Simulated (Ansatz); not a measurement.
The reference is MgTe in the zinc blende structure (space group F-43m, No. 216; a = 6.368 Å).

Computed with LDA (Ansatz, a program for electronic structure), without spin-orbit coupling.

Strains are applied to the cell and any free atomic positions relax.

One change was made to it. Results:

```json
[
 {"quantity": "pressure", "base": "0.1 kbar", "after": "34.6 kbar"},
 {"quantity": "valley order (the lowest conduction-band minima on the path, energy above the VBM, named in the base's zone)", "base": "Γ 2.38 eV; X along ⟨100⟩ 2.66 eV; L along ⟨111⟩ 3.17 eV", "after": "X along ⟨100⟩ 2.54 eV; Γ 2.74 eV; L along ⟨111⟩ 3.36 eV"}
]
```

Q: Which of these changes matches the shifts?
A. isotropic strain −3.00 %
B. isotropic strain +0.50 %
C. isotropic strain +1.00 %
D. isotropic strain +2.00 %
E. isotropic strain −2.50 %

A: E, isotropic strain −2.50 %. For comparison, the valley order in the other runs: isotropic strain −3.00 % gives X along ⟨100⟩ 2.51 eV; Γ 2.82 eV; L along ⟨111⟩ 3.40 eV; isotropic strain +2.00 % gives Γ 2.12 eV; X along ⟨100⟩ 2.74 eV; L along ⟨111⟩ 3.02 eV; isotropic strain +1.00 % gives Γ 2.25 eV; X along ⟨100⟩ 2.70 eV; L along ⟨111⟩ 3.10 eV; isotropic strain +0.50 % gives Γ 2.32 eV; X along ⟨100⟩ 2.68 eV; L along ⟨111⟩ 3.13 eV.

Spin-orbit coupling, missing from the scalar runs, can matter with Te. The levels and masses belong to the bands next to the band gap. Stability against distortions was not tested.
